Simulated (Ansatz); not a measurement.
Take MgTe in the zinc blende structure (space group F-43m, No. 216; a = 6.4393 Å) as the base. Axes: x, y, z lie along the cube axes.

Computed with PBEsol (Ansatz, a quantum-chemistry and plane-wave program; PAW; 420 eV plane waves; spin-orbit coupling left out).

The change: the cell is stretched by 3.00 % along z with no lateral relaxation, atoms relaxed at fixed cell.

**Question.** Predict the stress tensor and what it implies for the stiffness.

**Answer.** Stress of the strained cell less that of the base (GPa, compression positive):
```
  -0.86    0.00    0.00
   0.00   -0.86    0.00
   0.00    0.00   -1.34
```

Then −Δσ_ii/ε with ε = 0.0300 gives secant stiffness values (nonlinear terms included at this strain): C33 ≈ 45 GPa, C13 ≈ 29 GPa and C23 ≈ 29 GPa.

As a check, the harmonic strain energy −½ V₀ Δσ:ε is 4.2 meV/atom; the computed energy rise is 4.3 meV/atom.

Stability against distortions was not tested.
